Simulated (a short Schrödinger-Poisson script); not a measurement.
Stack: symmetric double-gate stack, SiO2 on p-type GaN, at 77 K.

```csv
layer,material,thickness (nm),Na (cm⁻³)
1,SiO2,1.2,-
2,GaN,8,1e16
3,SiO2,1.2,-
```

The device is made up for the run: typed textbook-type constants, with dimensions and the other settings drawn at random. SiO2: permittivity 3.9, conduction-band edge (eV) 3.2, gap (eV) 9, electron mass (mₑ) 0.5. GaN: permittivity 9.5, conduction-band edge (eV) 0, gap (eV) 3.43, Nv at 300 K (cm⁻³) 4.6e19.

Channel valleys (confinement mass, in-plane density-of-states mass, number): Γ 0.2, 0.2, 1. At the gates, both at one voltage, the conduction-band edge of layer 1 lies 3.24 eV − eVg above the Fermi level of the channel. Gaps are held at their typed values at every temperature. Mesh 0.03 nm at interfaces.

Solved with a short Schrödinger-Poisson script written for these runs: 1D Poisson equation in equilibrium, electrons quantum, Hartree (BenDaniel-Duke, 12 states a valley, the channel's in-plane mass for all, wave functions ending at the dielectric), parabolic valleys, classical holes, full ionisation, no traps, pinning or gate leakage.

The same stack at other levels of the model or other numerical settings:

| run | sheet density of all electrons at Vg = 0.75 V (cm⁻²) | sheet density of all electrons at Vg = 0.15 V (cm⁻²) | capacitance of both gates at Vg = 0.75 V (μF/cm²) | rough cost against the base |
|---|---|---|---|---|
| base | 1.27e13 | 1.31e12 | 3.35 | about 1 |
| electrons treated as classical, Boltzmann | 2.33e13 | 2.83e12 | ? | 0.06 |
| electrons treated as classical, Fermi-Dirac | 1.57e13 | 2.02e12 | 3.86 | 0.1 |
| electrons treated as quantum, Hartree plus LDA exchange-correlation | 1.36e13 | 1.71e12 | 3.46 | about 1 |
| mesh six times as coarse | 1.27e13 | 1.31e12 | 3.36 | 0.3 |
| one subband a valley | ? | 1.31e12 | ? | 0.3 |

Question: What belongs in the gaps?

Answer: 
- one subband a valley, capacitance of both gates at Vg = 0.75 V (μF/cm²): 2.87
- electrons treated as classical, Boltzmann, capacitance of both gates at Vg = 0.75 V (μF/cm²): 5.60
- one subband a valley, sheet density of all electrons at Vg = 0.75 V (cm⁻²): 1.16e13

The classical rows ignore confinement, and Boltzmann statistics overrate the density once the band edge passes the Fermi level.

In real p-type GaN the Mg acceptor is only partly ionised, and so wide a gap doesn't supply an inversion layer without source and drain.
